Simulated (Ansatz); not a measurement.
# A computed series for Se: pressure series

Start from Se (space group P3_121, No. 152; a = 4.506 Å, c = 4.991 Å; made of chains).

Cell and atoms are relaxed at each pressure.

All numbers come from r2SCAN (Ansatz, a quantum-chemistry and plane-wave program, PAW, no spin-orbit coupling).

Base values:

```
Item        Value
--------  -------
Band gap  1.33 eV
```

Problem. The aim is a band gap between 0.57 eV and 0.62 eV. Which of these changes reaches it?
(A) pressure 1.5 GPa
(B) pressure 7.5 GPa
(C) pressure 3 GPa
(D) pressure 5 GPa
(E) pressure 0.7 GPa

Solution. D, pressure 5 GPa. It gives 0.59 eV; pressure 7.5 GPa gives 0.41 eV; pressure 3 GPa gives 0.80 eV; pressure 0.7 GPa gives 1.16 eV; pressure 1.5 GPa gives 1.02 eV. Changes not listed may reach it too

Load acts through the strain it causes; cell and atoms are relaxed under it. Stability against distortions was not tested. No other phases were tried under pressure. No dispersion term is included, though the crystal is made of layers, chains or molecules, so its spacings can come out too wide.
